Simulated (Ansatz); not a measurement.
# Cs2AgBiBr6: pressure series

Base system: Cs₂AgBiBr₆ (space group Fm-3m, No. 225; a = 11.4791 Å).

Cell and atoms are relaxed at each pressure.

All numbers come from Kohn–Sham DFT with the PBE functional, run in Ansatz (a first-principles code) with PAW and 420 eV plane waves, spin-orbit coupling left out.

Candidates:
(a) pressure 0.7 GPa
(b) pressure 7.5 GPa
(c) pressure −2 GPa

For the base:

The smallest direct gap comes out as 2.30 eV.

Task: Order them by smallest direct gap, lowest first.

Result: (c) pressure −2 GPa (2.20 eV), (a) pressure 0.7 GPa (2.30 eV), (b) pressure 7.5 GPa (2.37 eV)

Spin-orbit coupling, missing from the scalar runs, can matter with Bi. Load acts through the strain it causes; cell and atoms are relaxed under it. Stability against distortions was not tested. No other phases were tried under pressure.
